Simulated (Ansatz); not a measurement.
Take Co₄N (space group Pm-3m, No. 221; a = 3.670 Å; ferromagnetic; a cell from a computed database, its experimental status unchecked) as the base.

All numbers come from PBEsol/PAW in Ansatz (a first-principles code), no SOC.

Before the change:

| Quantity | Value |
|---|---|
| Density | 8.39 g/cm³ |

One thing is altered: a negative pressure, −2 GPa.

Q: What does the calculation give for the density after the change?

A: The density falls by 0.07 g/cm³ (8.39 g/cm³ → 8.32 g/cm³).

Other magnetic orders, which the real material may have, were not ruled out. Load acts through the strain it causes; cell and atoms are relaxed under it. Stability against distortions was not tested.
